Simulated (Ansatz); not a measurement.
W: isotropic strain −1.00 %

The parent structure is W in the bcc (W type) structure (space group Im-3m, No. 229; a = 3.169 Å; relaxed with 0.1 eV smearing).

Modification: every lattice vector is shortened by 1.00 %, atoms relaxed at fixed cell.

Level of theory: DFT with r2SCAN, PAW potentials and a 500 eV plane-wave cutoff in Ansatz (a program for electronic structure), scalar-relativistic without spin-orbit coupling. k-mesh 29×29×29 (Γ-centred); smearing 0.1 eV (Fermi–Dirac).

Volume per atom: 15.44 Å³ (base 15.91 Å³)
Shortest interatomic distance: 2.717 Å (base 2.744 Å)
Energy relative to the base (free energy F): +15 meV/atom
Band gap: zero (base zero)

Final structure:

```
W
1.0
   -1.56857     1.56857     1.56857
    1.56857    -1.56857     1.56857
    1.56857     1.56857    -1.56857
W
1
Direct
  0.00000   0.00000   0.00000
```

Cost of the whole job for the changed cell (relaxation, final SCF and bands): very roughly 30 core-seconds.

No phonon test of stability was made. The final runs are not spin-polarised.
